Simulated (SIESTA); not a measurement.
## A self-consistent single point of Rb (Im-3m, 1 atom in the cell) with SIESTA

Method: GGA PBE, numerical atomic orbitals DZP, PseudoDojo PBE standard norm-conserving potentials (rewritten from UPF to PSML) in SIESTA.

Input as run:

```
# files in the folder: Rb.psml (PseudoDojo PBE standard)
SystemName  Rb
SystemLabel rb

NumberOfAtoms                1
NumberOfSpecies              1
%block ChemicalSpeciesLabel
  1 37 Rb
%endblock ChemicalSpeciesLabel
LatticeConstant              1.0 Ang
%block LatticeVectors
    -2.782625000    2.782625000    2.782625000
     2.782625000   -2.782625000    2.782625000
     2.782625000    2.782625000   -2.782625000
%endblock LatticeVectors
AtomicCoordinatesFormat      Ang
%block AtomicCoordinatesAndAtomicSpecies
     0.000000000    0.000000000    0.000000000  1
%endblock AtomicCoordinatesAndAtomicSpecies

XC.functional                GGA
XC.authors                   PBE
PAO.BasisSize                DZP
PAO.EnergyShift              0.01 Ry
MeshCutoff                   350 Ry
%block kgrid.MonkhorstPack
   11   0   0  0.0
    0  11   0  0.0
    0   0  11  0.0
%endblock kgrid.MonkhorstPack
OccupationFunction           MP
OccupationMPOrder            0
ElectronicTemperature        3156.43 K

MaxSCFIterations             150
SCF.Mixer.Method             Pulay
SCF.Mixer.Weight             0.25
SCF.Mixer.History            6
SCF.DM.Tolerance             1.0E-05
Diag.ParallelOverK           true
WriteForces                  true
```

Output (repeated stretches shortened):

```
reinit: Reading from file input.fdf

reinit: System Name: Rb
reinit: System Label: rb

coor:   Atomic-coordinates input format  =     Cartesian coordinates
coor:                                          (in Angstroms)

siesta: Atomic coordinates (Bohr) and species
siesta:      0.00000   0.00000   0.00000  1        1

siesta: System type = bulk

initatomlists: Number of atoms, orbitals, and projectors:      1     9    18

siesta: ******************** Simulation parameters ****************************
redata: Spin configuration                          = none
redata: Time-Reversal Symmetry                      = T
redata: Number of Atomic Species                    =        1
redata: Mesh Cutoff                                 =   350.0000 Ry
redata: Net charge of the system                    =     0.0000 |e|
redata: Min. number of SCF Iter                     =        0
redata: Max. number of SCF Iter                     =      150
redata: SCF convergence failure will abort job
redata: SCF mix quantity                            = Hamiltonian
redata: Mix DM or H after convergence               =   F
redata: Recompute H after scf cycle                 =   F
redata: Mix DM in first SCF step                    =   T
redata: No kicks to SCF
redata: DM Mixing Weight for Kicks                  =     0.5000
redata: Require Harris convergence for SCF          =   F
redata: Harris energy tolerance for SCF             =     0.000100 eV
redata: Require DM convergence for SCF              =   T
redata: DM tolerance for SCF                        =     0.000010
redata: Require EDM convergence for SCF             =   F
redata: EDM tolerance for SCF                       =     0.001000 eV
redata: Require H convergence for SCF               =   T
redata: Hamiltonian tolerance for SCF               =     0.001000 eV
redata: Require (free) Energy convergence for SCF   =   F
redata: (free) Energy tolerance for SCF             =     0.000100 eV
redata: Using DFT-D3 dispersion                     =   F
redata: Using Saved Data (generic)                  =   F
redata: Method of Calculation                       = Diagonalization
redata: Electronic Temperature                      =  3156.4300 K
redata: Number of TDED substeps                     =        3
redata: Dynamics option                             = Single-point calculation
redata: Save all siesta data in one NC              =   F
redata: ***********************************************************************

%block SCF.Mixers
  Pulay
%endblock SCF.Mixers

%block SCF.Mixer.Pulay
  # Mixing method
  method pulay
  variant stable

  # Mixing options
  weight 0.2500
  weight.linear 0.2500
  history 6
%endblock SCF.Mixer.Pulay

DM_history_depth set to one: no extrapolation allowed by default for geometry relaxation
Size of DM history Fstack: 1
Total number of electrons:     9.000000
Total ionic charge:     9.000000

* ProcessorY, Blocksize:    1  10

* Orbital distribution balance (max,min):     9     9

 Kpoints in:          726 . Kpoints trimmed:          666

siesta: k-grid: Number of k-points = 666
siesta: k-points from Monkhorst-Pack grid
siesta: k-cutoff (effective) =    26.508 Ang
siesta: k-point supercell and displacements
siesta: k-grid:    11     0     0      0.000
siesta: k-grid:     0    11     0      0.000
siesta: k-grid:     0     0    11      0.000

diag: Algorithm                                     = D&C
diag: Parallel over k                               =   F
diag: Use parallel 2D distribution                  =   F
diag: Parallel block-size                           = 10
diag: Parallel distribution                         =     1 x     1
diag: Used triangular part                          = Lower
diag: Absolute tolerance                            =  0.100E-15
diag: Orthogonalization factor                      =  0.100E-05
diag: Memory factor                                 =  1.0000

superc: Internal auxiliary supercell:     5 x     5 x     5  =     125
superc: Number of atoms, orbitals, and projectors:    125   1125   2250

                        Single-point calculation

superc: Internal auxiliary supercell:     5 x     5 x     5  =     125
superc: Number of atoms, orbitals, and projectors:    125   1125   2250

outcell: Unit cell vectors (Ang):
       -2.782625    2.782625    2.782625
        2.782625   -2.782625    2.782625
        2.782625    2.782625   -2.782625

outcell: Cell vector modules (Ang)   :    4.819648    4.819648    4.819648
outcell: Cell angles (23,13,12) (deg):    109.4712    109.4712    109.4712
outcell: Cell volume (Ang**3)        :     86.1835
new_DM -- step:     1
Initializing Density Matrix...

Attempting to read DM from file... Failed...
DM filled with atomic data:

InitMesh: MESH = 48 x 48 x 48 = 110592
InitMesh: Mesh cutoff (required, used) =   350.000   411.192 Ry

stepf: Methfessel-Paxton step function
       Using Hermite-Gauss polynomials of order  0

        iscf     Eharris(eV)        E_KS(eV)     FreeEng(eV)     dDmax    Ef(eV) dHmax(eV)
   scf:    1     -734.377063     -734.054136     -734.081603  0.491784 -2.273758  1.889303
   scf:    2     -734.107572     -734.081443     -734.108921  0.027089 -2.310688  1.280305
   scf:    3     -734.120925     -734.103376     -734.130877  0.053391 -2.386791  0.023554
   scf:    4     -734.103232     -734.103315     -734.130820  0.004081 -2.397233  0.072553
   scf:    5     -734.103437     -734.103383     -734.130886  0.002967 -2.392958  0.000156
   scf:    6     -734.103383     -734.103383     -734.130886  0.000011 -2.392943  0.000114
mix: Pulay -- inversion failed, > SVD [rank/size] 3 / 5
   scf:    7     -734.103383     -734.103383     -734.130886  0.000004 -2.392947  0.000020

SCF Convergence by DM+H criterion
max |DM_out - DM_in|         :     0.0000038025
max |H_out - H_in|      (eV) :     0.0000197963
SCF cycle converged after 7 iterations

Using DM_out to compute the final energy and forces

siesta: E_KS(eV) =             -734.1034

siesta: E_KS - E_eggbox =      -734.1034

siesta: Atomic forces (eV/Ang):
     1   -0.000000   -0.000000   -0.000000
   Tot   -0.000000   -0.000000   -0.000000
   Max    0.000000
   Res    0.000000    sqrt( Sum f_i^2 / 3N )
   Max    0.000000    constrained

Stress tensor Voigt[x,y,z,yz,xz,xy] (kbar):       -3.96       -3.96       -3.96        0.00        0.00        0.00
(Free)E + p*V (eV/cell)     -733.9176
Target enthalpy (eV/cell)     -734.1309

siesta: Program's energy decomposition (eV):
siesta: Ebs     =      -159.034035
siesta: Eions   =       771.388944
siesta: Ena     =        51.522129
siesta: Ekin    =       196.647636
siesta: Enl     =       -26.977709
siesta: Eso     =         0.000000
siesta: Edftu   =         0.000000
siesta: DEna    =         4.697858
siesta: DUscf   =         0.162361
siesta: DUext   =         0.000000
siesta: Ex      =      -174.903807
siesta: Ec      =       -13.862906
siesta: Exc     =      -188.766713
siesta: Eharris =      -734.103383
siesta: Etot    =      -734.103383
siesta: FreeEng =      -734.130886

siesta: Stress tensor (static) (eV/Ang**3):
siesta:    -0.002474    0.000001    0.000001
siesta:     0.000001   -0.002474    0.000001
siesta:     0.000001    0.000001   -0.002474

siesta: Cell volume =         86.183483 Ang**3

siesta: Pressure (static):
siesta:                Solid            Molecule  Units
siesta:           0.00002695          0.00002695  Ry/Bohr**3
siesta:           0.00247447          0.00247447  eV/Ang**3
siesta:           3.96453901          3.96453901  kBar
```

The run converged in 7 iterations.

The starting cell has typed, rounded lattice constants, without a prior relaxation at this level. Its lattice was rescaled by a random factor within 2.5 % of one. Values carry the incompleteness of an atom-centred basis.
